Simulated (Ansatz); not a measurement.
O on the (0001) surface of wurtzite GaN (2x2 N adatom at H3; a constructed slab, bottom: 3 H on 4 bottom sites), one in a cell of 36 Å², started at the site 'over Ga at depth 1.1 Å #2'

Host crystal: wurtzite GaN, with a band gap (PBE, scalar-relativistic without spin-orbit coupling).

Computed with r2SCAN, at the PBE geometry and the start's symmetry (plane waves to 500 eV, PAW; Ansatz, an electronic-structure program).

Model: 45-atom slab, 13.4 Å thick at the start with caps and adatoms under the adsorbate (thin: gaps and levels are the slab's own), 4x4x1 mesh, Fermi-Dirac 0.01 eV, dipole correction, single point; no symmetry held, on the structure that PBE left; spin-polarised, ending with about 0.1 μB a cell, a value that depends on the mesh; orders that need a larger cell were not tried, no spin-orbit, no U, no dispersion correction. The slab shows no gap over 0.04 eV on its mesh. The program's check for a lower electronic state was not made. At the end it is bonded to Ga + N. In PBE it is, or lies within 0.03 eV of, the lowest of the starts that converged; the order may differ at this level.

| Property | Value |
|---|---|
| energy of the end state, in which the adsorbate paired with a surface N atom, against ½ O2(g) at the same level | -1.62 eV |
| change of the step from the bottom to the top vacuum level, against the clean slab | 0.51 eV |
| height of the binding atom over the mean of the host atoms within 0.3 Å of the top one | 0.327 Å |
| caution | the clean host was not checked against rearrangement in a larger or rattled cell |
| note | in the relaxation the adsorbate left its starting site by 0.6 Å |

A negative adsorption energy means that the adsorbate is more stable on the surface than in its reference.
